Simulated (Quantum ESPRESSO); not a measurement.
A working Quantum ESPRESSO input for CuAs2 (I4/mcm, 6 atoms in the cell) (DFT, LDA (PZ), plane waves, PSlibrary PAW (LDA) pseudopotentials):

```fortran
&CONTROL
  calculation = 'scf'
  prefix = 'scf'
  outdir = './tmp/'
  pseudo_dir = './'
  tprnfor = .true.
  tstress = .true.
/
&SYSTEM
  ibrav = 7
  A = 6.0627420000
  C = 5.1982380000
  nat = 6
  ntyp = 2
  ecutwfc = 55
  ecutrho = 330
  occupations = 'smearing'
  smearing = 'fermi-dirac'
  degauss = 0.0099958
/
&ELECTRONS
  conv_thr = 1e-10
/
ATOMIC_SPECIES
Cu    63.5460  Cu.pz-dn-kjpaw_psl.1.0.0.UPF
As    74.9216  As.pz-n-kjpaw_psl.1.0.0.UPF
ATOMIC_POSITIONS {crystal}
Cu    0.0000000000    0.7500000000    0.7500000000
Cu    0.0000000000    0.2500000000    0.2500000000
As   -0.7956600000    0.6478300000    0.1478300000
As   -0.2043400000    0.3521700000    0.8521700000
As   -0.5000000000    0.8521700000    0.6478300000
As   -0.5000000000    0.1478300000    0.3521700000
K_POINTS {automatic}
7 7 7  0 0 0
```

The run converged in 10 iterations: free energy E − TS -14899.6800 eV; Fermi level (on the code's own zero) 10.37 eV; pressure -1.16 GPa; largest force (vector length) 0.021 eV/Å. Each of these slips is then made, one at a time:

(1)
```diff
+CELL_PARAMETERS {angstrom}
+    3.03137100    -3.03137100     2.59911900
+    3.03137100     3.03137100     2.59911900
+   -3.03137100    -3.03137100     2.59911900
```

(2)
```diff
+  nbnd = 19
```

Task: What happens in each case?

Result: 
(1) The cell or its scale given twice. The program stopped before any SCF iteration.
```
Error in routine cell_base_init (2):
redundant data for cell parameters
```

(2) Too few bands. The program stopped before any SCF iteration.
```
Error in routine setup (1):
too few bands
```

The starting cell comes from a database of computed structures (which also holds hypothetical and non-ambient phases and stackings), without a prior relaxation at this level. Its lattice was rescaled by a random factor within 2.5 % of one. Spin polarisation is off. The run gives no clean gap (levels at the Fermi energy touch, overlap or are partly filled at this smearing), which alone does not show that the compound is a metal.

Left out of this page: 3 runs of the series outside the window shown, repeating another row's setting, or not comparable.
